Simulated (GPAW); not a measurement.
Input and output of a self-consistent single point for Sr3Mg (P1, 4 atoms in the cell) (GPAW).

Computed with PBEsol, GPAW PAW datasets PBEsol (made by gpaw-setup) (plane waves; GPAW 25.7.0).

```yaml
crystal:
  lattice:
    - [4.20784, 0.00000, 0.00000]
    - [-2.10392, 3.64410, 0.00000]
    - [0.00000, 0.00000, 12.37335]
  atoms:
    - { symbol: Sr, position: [0.67082, 0.33959, 0.99898] }
    - { symbol: Sr, position: [0.00386, 0.00768, 0.28194] }
    - { symbol: Sr, position: [0.98208, 0.99335, 0.71370] }
    - { symbol: Mg, position: [0.67657, 0.32605, 0.50538] }
```

Reference input (self-consistent single point, DFT LDA (Perdew-Wang 92), plane waves, GPAW PAW datasets LDA (gpaw-data 1.0.1)): mode = pw; ecut = 850 eV; xc = LDA; kpts = 5 5 2; mesh shift (steps) = 0 0 0; occupations.name = fermi-dirac; occupations.width = 0.136 eV; nbands = -8; convergence.density = 1e-05 e/electron; convergence.energy = 1e-05 eV/electron; symmetry.symmorphic = false; symmetry.tolerance = 0.0005. This run's input differs from it in these lines:

```diff
@@ -15,3 +15,3 @@
 calc = GPAW(mode={'name': 'pw', 'ecut': 850},
-            xc='LDA',
+            xc='PBEsol',
             kpts={'size': (5, 5, 2), 'gamma': True},
```

Its files differ too (potentials: GPAW PAW datasets PBEsol (made by gpaw-setup)).

Output, abridged:

```
     iter     time        total  log10-change:
                         energy   eigst   dens
iter:   1 --:--:--    -7.104198
iter:   2 --:--:--    -7.277527   -0.72  -1.56
iter:   3 --:--:--    -7.265880   -1.28  -1.62
iter:   4 --:--:--    -7.210256   -1.66  -1.67
iter:   5 --:--:--    -7.215715   -2.30  -2.02
iter:   6 --:--:--    -7.211685   -2.87  -2.15
iter:   7 --:--:--    -7.207869   -3.37  -2.27
iter:   8 --:--:--    -7.205585   -3.76  -2.49
iter:   9 --:--:--    -7.205024   -4.44  -2.63
iter:  10 --:--:--    -7.204678   -4.51  -2.81
iter:  11 --:--:--    -7.204677c  -5.35  -3.27
iter:  12 --:--:--    -7.204692c  -5.73  -3.32
iter:  13 --:--:--    -7.204709c  -6.11  -3.68
iter:  14 --:--:--    -7.204705c  -6.55  -3.81
iter:  15 --:--:--    -7.204693c  -6.99  -3.95
iter:  16 --:--:--    -7.204692c  -7.40  -4.18
iter:  17 --:--:--    -7.204691c  -7.91c -4.23
iter:  18 --:--:--    -7.204688c  -7.41c -4.27
iter:  19 --:--:--    -7.204688c  -8.21c -4.59
iter:  20 --:--:--    -7.204689c  -8.82c -4.68
iter:  21 --:--:--    -7.204690c  -8.56c -4.79
iter:  22 --:--:--    -7.204689c  -9.00c -4.98
iter:  23 --:--:--    -7.204689c  -9.65c -5.26c
Converged after 23 iterations.

Dipole moment: (5.473741, -2.336355, 1.020230) |e|*Ang

Energy contributions relative to reference atoms: (reference = -264771.442267)

Kinetic:         -5.593566
Potential:      +11.253211
External:        +0.000000
XC:             -12.200154
Entropy (-ST):   -0.263713
Local:           -0.532324
SIC:             +0.000000
--------------------------
Free energy:     -7.336545
Extrapolated:    -7.204689

Showing only first 2 kpts
 Kpt  Band  Eigenvalues  Occupancy
  0    18      0.59323    2.00000
  0    19      2.61349    1.98778
  0    20      3.59658    0.21114
  0    21      5.14543    0.00000

  1    18      1.52517    2.00000
  1    19      1.85455    1.99995
  1    20      4.23281    0.00219
  1    21      4.44397    0.00046

Fermi level: 3.30597

No gap
No difference between direct/indirect transitions
Energy (eV): -7.204689

Forces in eV/Ang:
  0 Sr   -0.00950   -0.00633   -0.00852
  1 Sr    0.02660   -0.02298    0.02513
  2 Sr    0.07817   -0.00148    0.19028
  3 Mg   -0.09527    0.03079   -0.20701

Stress tensor:
     0.003164     0.000976    -0.000383
     0.000976     0.003391    -0.000045
    -0.000383    -0.000045     0.001500
Stress (GPa, Voigt): [ 0.5069  0.5432  0.2403 -0.0072 -0.0613  0.1563]
```

The run converged in 23 iterations. GPAW prints stress with tension positive. Against the reference run the pressure goes from -1.20 to -0.43 GPa and the largest force goes from 0.210 to 0.230 eV/Å.

The starting cell comes from a database of computed structures (which also holds hypothetical and non-ambient phases and stackings), without a prior relaxation at this level. Its atoms were displaced at random from the sites of space group no. 187.

Cost on one core of a shared machine: roughly 4 min.
